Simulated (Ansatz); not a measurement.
The reference is CsSnI$_{3}$ in the cubic perovskite structure (space group Pm-3m, No. 221; a = 6.2713 Å).

Method: Kohn–Sham DFT with the PBE functional, run in Ansatz (a first-principles code) with PAW and 420 eV plane waves, no spin-orbit coupling.

Strains are applied to the cell and any free atomic positions relax.

One change was made to it. Results:

The band gap goes up by 0.15 eV, from 0.45 eV to 0.60 eV; the pressure drops by 0.53 GPa, from 0.11 GPa to -0.42 GPa; the electron mass (degenerate bands, along [100]) goes from 0.035, 0.75, 0.75 mₑ (at R) to 0.044, 0.78, 0.78 mₑ (at R); the energy grows by 1.8 meV/atom; the hole mass goes from 0.048 mₑ (at R) to 0.065 mₑ (at R).

Which of these changes matches the shifts?
(A) isotropic strain +0.60 %
(B) isotropic strain +2.40 %
(C) isotropic strain +1.20 %
(D) isotropic strain +3.00 %

C, isotropic strain +1.20 %. For comparison, the band gap in the other runs: isotropic strain +0.60 % gives 0.53 eV; isotropic strain +2.40 % gives 0.73 eV; isotropic strain +3.00 % gives 0.79 eV.

Spin-orbit coupling, missing from the scalar runs, can matter with I. Effective masses come from finite differences of ±0.01 Å⁻¹. Whether these cells are dynamically stable was not tested. Many cubic perovskites are stable only at high temperature; tilts and polar distortions were not tested.
